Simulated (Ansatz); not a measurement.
The reference is Mo in the bcc (W type) structure (space group Im-3m, No. 229; a = 3.1506 Å).

Method: r2SCAN (Ansatz, a program for electronic structure; PAW; 500 eV plane waves; no spin-orbit coupling).

Base values:

| Property | Result |
|---|---|
| Lattice parameter a | 3.151 Å |

The change: a hydrostatic pressure of 4.5 GPa.

Task: How does this affect the lattice parameter a?

Result: The lattice parameter a decreases by 0.017 Å, from 3.151 Å to 3.134 Å.

Load acts through the strain it causes; cell and atoms are relaxed under it. No phonon test of stability was made. The final runs are not spin-polarised.
